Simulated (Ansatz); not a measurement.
Amorphous Si24C16N32, 72 atoms at 2.59 g/cm³, one PBE-relaxed geometry, zone centre. Methods: PBE, scalar-relativistic without spin-orbit coupling (Ansatz, an electronic-structure program); r2SCAN, scalar-relativistic without spin-orbit coupling (Ansatz); HSE06, scalar-relativistic without spin-orbit coupling (Ansatz). Plane waves to 420 eV (r2SCAN 500 eV); exact exchange is cut at the cell's faces. The higher rungs were started with moments on some atoms, which died out.

It comes from a melt-quench run on a machine-learned potential (CHGNet), relaxed afterwards by DFT. N atoms were pushed apart under 1.9 Å during the dynamics, to hinder bonds among them. The hot cell started wider than the set density and was brought back towards it in steps. It is the lowest in DFT energy of 2 quenches. It is a model cell: composition and starting density were chosen by hand, and all elements were melted together. No dispersion term was used. Its density started from a set value of 2.40 and ended at 2.59 g/cm³. The quench (nominally 470 K/ps over its main leg) was far faster than any real one, so the model tends to hold more defects than a real film. A cell of this size samples the disorder only roughly. Volume and shape were free in the relaxation. On a 2×2×2 Γ-centred mesh force components of up to 0.23 eV/Å stay, since the relaxation ran on the zone centre alone.

The relaxation ran on the zone centre alone. At PBE the gap is 0.45 eV on a 2×2×2 Γ-centred mesh, and the spacing at the zone centre alone 0.89 eV.

Problem. What zone-centre spacing does r2SCAN give, roughly?

Solution. 0.97 eV (+0.08 eV against PBE).

Problem. What zone-centre spacing does HSE06 give, roughly?

Solution. 1.40 eV (+0.52 eV against PBE).

The highest filled and the lowest empty state spread over these numbers of atoms (participation numbers): PBE: 14.9 and 20.6; r2SCAN: 13.6 and 17.8; HSE06: 12.1 and 11.2.
